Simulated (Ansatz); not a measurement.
# Input and output of a self-consistent single point for SrAg5 (P6/mmm, 6 atoms in the cell) (Ansatz)

Computed with LDA (PW92), default PAW files made with PBE (plane waves; Ansatz, a first-principles code).

Input:

Ansatz 0.2 input:
```yaml
crystal:
  lattice:
    - [5.727581, 0.000000, 0.000000]
    - [-2.863791, 4.960231, 0.000000]
    - [0.000000, 0.000000, 4.618715]
  atoms:
    - { symbol: Sr, position: [0.000000, 0.000000, 0.000000] }
    - { symbol: Ag, position: [0.666667, 0.333333, 0.000000] }
    - { symbol: Ag, position: [0.333333, 0.666667, 0.000000] }
    - { symbol: Ag, position: [0.500000, 0.000000, 0.500000] }
    - { symbol: Ag, position: [0.500000, 0.500000, 0.500000] }
    - { symbol: Ag, position: [0.000000, 0.500000, 0.500000] }
basis:
  ecutwfc: 420.0 eV
kpoints:
  mp_grid: { grid: [7, 7, 7] }
hamiltonian:
  xc: lda
  pseudopotentials: { kind: paw }
scf:
  occupations: { method: gaussian, width: 0.1 eV }
output:
  forces: true
  eigenvalues: true
  stress: true
```

The program printed (abridged):

```
WARN the atoms were moved onto the symmetric positions of the space group found under crystal.symmetry.tolerance 1.0e-5 (fractional …
WARN ansatz: RAYON_NUM_THREADS=1 ignored (pool sized by the plan → 1); use --threads N
Pseudopotentials: kind: paw
Pseudopotential: Sr, paw, valence charge 10
Pseudopotential: Ag, paw, valence charge 19
Crystal: 6 atoms, lattice volume = 131.218 Å³
Basis set: ecut = 420 eV, 2619 PW (Γ)
Bands: 63, of which v1, the nominal top of the filled ones, is band 53 counted from 1 (52 counted from 0)
Symmetry: 24 space group operations
Space group: P6/mmm (ITA 191), of the structure as read, at distance tolerance 5.1e-5 Å
k-points: 32 of 343
PAW frozen core: Sr, regenerated for the run's functional, and the local potential with it
PAW frozen core: Ag, regenerated for the run's functional, and the local potential with it
Initial density: superposition of atomic densities (neutral atoms: chi_scale 0, normalization atom), corrected by the library's trained network
Initial wavefunctions: pseudopotential atomic-orbital guess
Eigensolver: davidson
Functional: x = slater, c = lda
SCF iter   1: F=—  HF=-40736.002373 eV  |F-HF|=—  |Δ(HF+E_count)|=         —  Δρ=1.10e-2  dr2=1.34e-1  ethr=1.77e-3  ⟨swp⟩=7.5  Hψ=8536  notcnv=0  defer=19
all-band conjugate gradients solve this SCF's bands
preconditioner: auto → LDOS
SCF iter   2: F=—  HF=-40736.036633 eV  |F-HF|=—  |Δ(HF+E_count)|=   3.43e-2  Δρ=1.53e-2  dr2=2.44e-1  ethr=1.28e-4  ⟨swp⟩=2.0  Hψ=4230  notcnv=0  defer=122
SCF iter   3: F=—  HF=-40735.964409 eV  |F-HF|=—  |Δ(HF+E_count)|=   7.22e-2  Δρ=1.33e-3  dr2=2.16e-3  ethr=1.28e-4  ⟨swp⟩=2.0  Hψ=3783  notcnv=0  defer=122
SCF iter   4: F=—  HF=-40735.963851 eV  |F-HF|=—  |Δ(HF+E_count)|=   5.58e-4  Δρ=2.00e-4  dr2=7.13e-5  ethr=2.05e-6  ⟨swp⟩=2.0  Hψ=3024  notcnv=0  defer=80
SCF iter   5: F=—  HF=-40735.963842 eV  |F-HF|=—  |Δ(HF+E_count)|=   8.85e-6  Δρ=1.72e-4  dr2=3.46e-5  ethr=6.79e-8  ⟨swp⟩=2.0  Hψ=3409  notcnv=0  defer=80
SCF iter   6: F=—  HF=-40735.963833 eV  |F-HF|=—  |Δ(HF+E_count)|=   8.69e-6  Δρ=3.41e-5  dr2=1.44e-6  ethr=3.30e-8  ⟨swp⟩=2.0  Hψ=3350  notcnv=0  defer=80
SCF iter   7: F=-40735.963833 eV  HF=-40735.963833 eV  |F-HF|=1.32e-8  |Δ(HF+E_count)|=   2.10e-7  Δρ=5.84e-6  dr2=6.05e-8  ethr=9.52e-11  ⟨swp⟩=9.2  Hψ=9361  notcnv=0
SCF 1 converged in 7 iterations: F = -40735.963833 eV  dr2 = 6.05e-8
SCF converged after 7 iterations
Free energy (F): -40735.963833 eV
Harris-Foulkes:  -40735.963833 eV  (|F-HF|=1.32e-8)
Internal energy: -40735.950459 eV  (E = F + TS)
E sigma→0 (E₀):  -40735.957146 eV
Entropy (-TS):   -0.013374 eV (-2.229 meV/atom)
Fermi energy:    13.084465 eV
--- Per-component energies (eV) ---
  E_band       = -1634.416305
  E_kinetic    = 2879.774678
  E_local      = -15416.642216  (includes V_loc(G=0)·N_el)
  E_nonlocal   = 636.445278
  E_hartree    = 6853.600530
  E_xc         = -1088.632460
  E_vxc        = -1333.035248  (∫ρ·V_xc dr)
  E_paw        = -21447.272381  (= ΣΔE_a)
  E_vpaw       = -2108.146890  (= ΣTr[D̂ρ^β])
  E_aug_tail   = 0.001272  (compensation charges beyond the density's cutoff)
  E_ewald      = -13157.143333
  E_core_change = 3.918173  (= ΣΔE_core)
  E_smearing   = -0.013374  (= −TS)
  E_closure    = -0.000000  (closes the sum)
  Σ components = -40735.963833   (vs F -40735.963833, Δ=0.00e0)
--- Forces (eV/Å), atoms counted from 1 ---
  atom   1  Sr    -0.00000000    -0.00000000     0.00000000
   [... zero for the other atoms too ...]
  max |Σ_I F_I| component: 1.73e-18 eV/Å
--- Stress (GPa, compression-positive) ---
       -6.185294      -0.000000      -0.000000
        0.000000      -6.185294       0.000000
       -0.000000       0.000000      -6.966703
  P = ⅓ Tr σ = -6.4458 GPa (-64.458 kbar)
  The stress holds the Pulay correction. Without it, at fixed plane waves, as pw.x and ABINIT print it: P = -6.4593 GPa
--- Band table (eV; the first three rows and the last of 32) ---
  k-point 0: bands = ["-78.8896", "-78.8875", "-78.8126", "-78.8039", "-78.8039", "-42.4746", "-42.4353", "-42.4353", "-42.4326", "-42.4326", "-42.4182", "-42.4166", "-42.3711", "-42.3711", "-42.3428", "-42.3428", "-42.3170", "-42.3001", "-42.2877", [...]
  k-point 1: bands = ["-78.8894", "-78.8875", "-78.8128", "-78.8039", "-78.8039", "-42.4673", "-42.4461", "-42.4395", "-42.4395", "-42.4312", "-42.4312", "-42.3885", "-42.3720", "-42.3720", "-42.3385", "-42.3385", "-42.3170", "-42.3076", "-42.2882", [...]
  k-point 2: bands = ["-78.8890", "-78.8875", "-78.8132", "-78.8039", "-78.8039", "-42.4691", "-42.4478", "-42.4478", "-42.4476", "-42.4277", "-42.4277", "-42.3742", "-42.3742", "-42.3654", "-42.3301", "-42.3301", "-42.3277", "-42.3170", "-42.2895", [...]
  k-point 31: bands = ["-78.8882", "-78.8880", "-78.8096", "-78.8078", "-78.8039", "-42.4545", "-42.4541", "-42.4452", "-42.4411", "-42.4335", "-42.4236", "-42.3638", "-42.3563", "-42.3484", "-42.3375", "-42.3362", "-42.3265", "-42.3243", [...]
```

The run converged in 7 iterations.

The starting cell comes from a database of computed structures (which also holds hypothetical and non-ambient phases and stackings), without a prior relaxation at this level. Its lattice was rescaled by up to half a per cent. With a pressure of about -6 GPa the cell is away from its equilibrium volume at this level. Ansatz's pressure includes its estimate of the finite-basis (Pulay) stress.
